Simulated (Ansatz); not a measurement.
The starting structures come from a database of crystals and need not be the phases stable at ambient conditions.

 Where the default PAW files enter, the runs use the earlier of Ansatz's two default sets.

Tunnelling through a barrier is set by its complex band structure: the current falls as exp(−2κd) with the smallest κ.

Input:

```
CELL_PARAMETERS angstrom
      4.19716     0.00013     0.00000
      0.00336     5.93442     0.00000
     -2.09690     2.96714     2.09769
ATOMIC_POSITIONS crystal
  Pb 0.04402 0.02201 0.00000
  S  0.04477 0.52238 0.00000
```

Space group of this cell: R3m, rock salt. The cell was relaxed by PBE-D3(BJ); by r2SCAN its mean pressure is 1.2 GPa.

Transport runs along the normal of the first two printed cell vectors, the (110) plane of the conventional cell.

The gap is the functional's own, uncorrected, and κ follows it; spin-orbit coupling is left out. Mid-gap values are interpolated between the computed energies.

Q: Give the band gap and the smallest decay constant κ at mid-gap that r2SCAN run with Ansatz (a program for electronic structure) yields.

A: Gap 0.62 eV on a 14×14×14 mesh; κ = 0.083 1/Å, at (0.000, 0.500) of the in-plane reciprocal vectors. At the zone centre, at the nearest computed energy, the slowest state has κ = 0.16 1/Å.
